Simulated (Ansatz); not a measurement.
Worked example: self-consistent single point of TcTe (Cmcm, 4 atoms in the cell) in Ansatz (a quantum-chemistry and plane-wave program).

Level of theory: PBE (plane waves, PAW; Ansatz).

```yaml
crystal:
  lattice:
    - [2.52232, -6.66533, 0.00000]
    - [2.52232, 6.66533, 0.00000]
    - [0.00000, 0.00000, 4.97079]
  atoms:
    - { symbol: Te, position: [0.56400, 0.43600, 0.25000] }
    - { symbol: Te, position: [0.43600, 0.56400, 0.75000] }
    - { symbol: Tc, position: [0.85475, 0.14525, 0.25000] }
    - { symbol: Tc, position: [0.14525, 0.85475, 0.75000] }
```

Reference input (self-consistent single point, DFT, PBE, plane waves, default PAW files): kpoints.mp_grid.grid = 6 6 6; hamiltonian.xc = pbe; hamiltonian.pseudopotentials = {kind: paw} (the program's default PAW files); scf.occupations.method = cold; scf.occupations.width = 0.136 eV. This run's input differs from it in these lines:

Ansatz 0.2 input:
```diff
@@ -12,3 +12,3 @@
 kpoints:
-  mp_grid: { grid: [6, 6, 6] }
+  mp_grid: { grid: [4, 4, 4] }
 hamiltonian:
@@ -17,3 +17,3 @@
 scf:
-  occupations: { method: cold, width: 0.136 eV }
+  occupations: { method: cold, width: 0.1 eV }
 output:
```

Output (repeated stretches shortened):

```
SCF iter   1: F=—  HF=-24749.099509 eV  |F-HF|=—  |Δ(HF+E_count)|=         —  Δρ=1.30e-1  dr2=7.63e1  ethr=3.10e-3  ⟨swp⟩=5.9  Hψ=2861  notcnv=0
all-band conjugate gradients solve this SCF's bands
preconditioner: auto → LDOS
SCF iter   2: F=—  HF=-24743.491495 eV  |F-HF|=—  |Δ(HF+E_count)|=    5.61e0  S|Δr|=    0.00e0  Δρ=7.62e-2  dr2=1.04e1  ethr=3.10e-3  ⟨swp⟩=4.6  Hψ=2239  notcnv=0  defer=30
   [... lines left out ...]
SCF iter  10: F=—  HF=-24742.510810 eV  |F-HF|=—  |Δ(HF+E_count)|=   1.44e-4  S|Δr|=    0.00e0  Δρ=8.49e-5  dr2=6.70e-6  ethr=6.28e-8  ⟨swp⟩=1.0  Hψ=799  notcnv=0  defer=2
SCF iter  11: F=—  HF=-24742.510810 eV  |F-HF|=—  |Δ(HF+E_count)|=   1.30e-7  S|Δr|=    0.00e0  Δρ=1.03e-5  dr2=1.35e-7  ethr=1.08e-8  ⟨swp⟩=1.5  Hψ=812  notcnv=0  defer=2
SCF iter  12: F=-24742.510810 eV  HF=-24742.510810 eV  |F-HF|=2.22e-9  |Δ(HF+E_count)|=   7.14e-8  S|Δr|=    0.00e0  Δρ=5.65e-6  dr2=3.84e-8  ethr=1.61e-10  ⟨swp⟩=6.0  Hψ=2908  notcnv=0
SCF 1 converged in 12 iterations: F = -24742.510810 eV  dr2 = 3.84e-8
Stability not checked (fill_not_monotonic)
Free energy (F): -24742.510810 eV
Internal energy: -24742.491102 eV  (E = F + TS)
E sigma→0 (E₀):  -24742.504241 eV
Entropy (-TS):   -0.019708 eV (-4.927 meV/atom)
Fermi energy:    5.613237 eV
--- Forces (eV/Å), atoms counted from 1 ---
  atom   1  Te    -0.00000000    -1.24084761    -0.00000000
  atom   2  Te     0.00000000     1.24084761     0.00000000
  atom   3  Tc     0.00000000    -0.46874019     0.00000000
  atom   4  Tc    -0.00000000     0.46874019    -0.00000000
--- Stress (GPa, compression-positive) ---
      -13.340329       0.000000       0.000000
        0.000000     -11.469764       0.000000
        0.000000       0.000000      -7.825384
  P = ⅓ Tr σ = -10.8785 GPa (-108.785 kbar)
  The stress holds the Pulay correction. Without it, at fixed plane waves, as pw.x and ABINIT print it: P = -10.8815 GPa
```

The run converged in 12 iterations. Against the reference run the free energy goes up by 1.5 meV/atom, the pressure moves little (-10.87 to -10.88 GPa) and the largest force goes from 1.262 to 1.241 eV/Å.

The starting cell was generated: these elements placed on a structure prototype, without a prior relaxation; it need not be a known phase or ordering of this composition. Spin-orbit coupling is off. Spin polarisation is off. With a pressure of about -11 GPa the cell is away from its equilibrium volume at this level. Forces in this geometry exceed 1 eV/Å. Ansatz's pressure includes its estimate of the finite-basis (Pulay) stress.
